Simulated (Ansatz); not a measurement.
Consider BaHfO$_{3}$ in the cubic perovskite structure (space group Pm-3m, No. 221; a = 4.158 Å).

The change: the cell is scaled by 1.0464 in all directions; the atoms relax in the strained cell.

Levels (all Ansatz, a program for electronic structure, PAW): PBEsol (420 eV, no spin-orbit coupling); r2SCAN (500 eV, without spin-orbit coupling); HSE06 (420 eV, without spin-orbit coupling).

At the geometry relaxed with PBEsol, these levels gave the following band gaps, in shuffled order: (a) 4.87 eV, (b) 3.30 eV, (c) 3.89 eV.

Match each gap to its level.

(a) HSE06; (b) PBEsol; (c) r2SCAN.

Single points use the geometry relaxed with PBEsol. HSE06 was sampled on its mesh, a few special points and the semilocal edge points, so its gap is an upper bound. Spin-orbit coupling, missing from the scalar runs, can matter with Hf. Stability against distortions was not tested. The base started in P4mm and relaxed to Pm-3m at this level.
